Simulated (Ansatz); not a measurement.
Effect of P → Bi on MoP

Take MoP (space group P-6m2, No. 187; a = 3.2063 Å, c = 3.1738 Å) as the base.

It is then changed as follows: full substitution P → Bi, then cell and atoms are relaxed.

All numbers come from PBEsol (Ansatz, an electronic-structure program; PAW; 420 eV plane waves; no spin-orbit coupling). Γ-centred 16×16×12 mesh, Fermi–Dirac width 0.05 eV, for the changed cell.

```json
{
  "volume_per_atom": "20.46 Å³ (base 14.13 Å³)",
  "density": "12.37 g/cm³ (base 7.46 g/cm³)",
  "lattice_parameter_a": "3.436 Å (base 3.206 Å)",
  "c/a ratio": "1.165 (base 0.990)",
  "space_group": "P-6m2 (No. 187) (base P-6m2 (No. 187))",
  "band_gap": "zero (base zero)"
}
```

Final structure:

```
CELL_PARAMETERS angstrom
      3.43618     0.00000     0.00000
     -1.71809     2.97582     0.00000
      0.00000     0.00000     4.00216
ATOMIC_POSITIONS crystal
  Mo 0.00000 0.00000 0.00000
  Bi 0.66667 0.33333 0.50000
```

Stability against distortions was not tested. As relaxed here, BiMo is a hypothetical phase, not in the database extracts checked. All final runs are without spin polarisation. An odd electron count without spin: BiMo and MoP. BiMo has a high density of states at the Fermi level and may be magnetic at this level.
